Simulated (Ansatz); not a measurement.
End structure of the (100) surface of rock-salt TiC (in the relaxation 1 C–Ti bonds broke), Y on all Ti sites of the second plane (bottom of the slab: a bare face, its two planes held):

```xyz
12
Lattice="3.0639 0.0000 0.0000 0.0000 3.0639 0.0000 0.0000 0.0000 27.5000" Properties=species:S:1:pos:R:3 pbc="T T T"
C      0.0000     0.0000     8.1537
Ti     1.5320     1.5320     8.1537
C      1.5320     1.5320    10.3202
Ti     0.0000     0.0000    10.3202
C      0.0000     0.0000    12.4913
Ti     1.5320     1.5320    12.4583
C      1.5320     1.5320    14.7012
Ti     0.0000     0.0000    14.5674
C      0.0000     0.0000    17.7535
Y      1.5320     1.5320    17.2492
C      1.5320     1.5320    19.9631
Ti     0.0000     0.0000    19.7623
```

Set-up: 12 atoms, 11.2 Å thick at the start with caps and adatoms (thin: gaps and levels are the slab's own); mesh 12x12x1; 0.1 eV smearing; dipole correction on; 4 atoms held, the rest relaxed; start symmetry kept, larger cells not searched; no spin, no spin-orbit, no U. It is one candidate, not shown to be the stable structure of the face.

Q: Give the work function of the top face at the level PBE (Ansatz, an electronic-structure program).

A: 5.16 eV
